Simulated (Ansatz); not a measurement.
ZnCu, response to strain

Base system: ZnCu in the CsCl type structure (space group Pm-3m, No. 221; relaxed with 0.1 eV smearing).

```yaml
crystal:
  lattice:
    - [2.96420, 0.00000, 0.00000]
    - [0.00000, 2.96420, 0.00000]
    - [0.00000, 0.00000, 2.96420]
  atoms:
    - { symbol: Zn, position: [0.50000, 0.50000, 0.50000] }
    - { symbol: Cu, position: [0.00000, 0.00000, 0.00000] }
```

Strains are applied to the cell and any free atomic positions relax.

Calculations: DFT with PBE, PAW potentials and a 420 eV plane-wave cutoff in Ansatz (an electronic-structure program), no spin-orbit coupling.

Candidates:
(a) isotropic strain −1.50 %
(b) isotropic strain −2.50 %
(c) isotropic strain +2.50 %

Notes on the quantities. energy relative to the base: free energy F.

Task: Order them by energy relative to the base, lowest first.

Result: (a) isotropic strain −1.50 % (+10 meV/atom), (c) isotropic strain +2.50 % (+24 meV/atom), (b) isotropic strain −2.50 % (+29 meV/atom)

Stability against distortions was not tested. The final runs are not spin-polarised.
